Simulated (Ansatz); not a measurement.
Carrier properties of SrO under load (space group Fm-3m)

Data:

```
SrO
1.0
    0.00000     2.57834     2.57834
    2.57834     0.00000     2.57834
    2.57834     2.57834     0.00000
Sr O
1 1
Cartesian
  0.00000   0.00000   0.00000
  2.57834   2.57834   2.57834
```

Method: r2SCAN, rigid bands (plane waves, PAW, scalar-relativistic; Ansatz, a program for electronic structure). Condition of this run: hydrostatic pressure of -1.8 GPa (compression positive) (the target of the relaxation). Geometry: cell and atoms relaxed with PBEsol, then loaded as said.

| Quantity | Value |
|---|---|
| band gap | 3.80 eV |
| electron conductivity mass (300 K, dilute) | 0.52 mₑ |
| hole conductivity mass (300 K, dilute) | 1.42 mₑ |
| effective density of states N_c (300 K) | 3.2e19 cm⁻³ |
| effective density of states N_v (300 K) | 2.8e20 cm⁻³ |
| density-of-states mass, electrons | 1.17 mₑ |
| density-of-states mass, holes | 5.0 mₑ |
| Seebeck coefficient, n-type 1e19 cm⁻³, 300 K | -321 μV/K |
| best n-type power factor at 300 K for τ = 10 fs (best axis; densities from 1e16 to 1e21 cm⁻³ tried, whether or not they can be reached) | 10.7 μW/(cm·K²) at 1e20 cm⁻³ |
| Seebeck coefficient, p-type 1e19 cm⁻³, 300 K | 530 μV/K |

Rigid bands; masses and Seebeck coefficients take one relaxation time τ for all states and one kind of carrier; polarons and phonon drag are left out. Spin-orbit coupling is left out; where it splits the top of the valence band, N_v and the p-type Seebeck coefficient come out somewhat high without it. Geometry: cell and atoms relaxed with PBEsol.
